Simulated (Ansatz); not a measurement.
# TaAs: pressure series

The reference is TaAs (space group I4_1md, No. 109; a = 3.4419 Å, c = 11.7123 Å).

Cell and atoms are relaxed at each pressure.

Calculations: r2SCAN in Ansatz (plane waves to 500 eV, PAW, spin-orbit coupling left out).

```
P (GPa)  V (Å³/atom)
-------  -----------
0.90          17.261
2.10          17.154
4.50          16.949
9.00          16.596
15.00         16.177
22.50         15.719
```

Problem. Fit a third-order Birch–Murnaghan equation of state.

Solution. Least squares on P(V) = (3B₀/2)[(V₀/V)^(7/3) − (V₀/V)^(5/3)]·[1 + (3/4)(B₀′ − 4)((V₀/V)^(2/3) − 1)] gives V₀ = 17.34 Å³/atom, B₀ = 186 GPa and B₀′ = 4.2.

Load acts through the strain it causes; cell and atoms are relaxed under it. No phonon test of stability was made. No other phases were tried under pressure. All final runs are without spin polarisation.

Ansatz is an electronic-structure program.
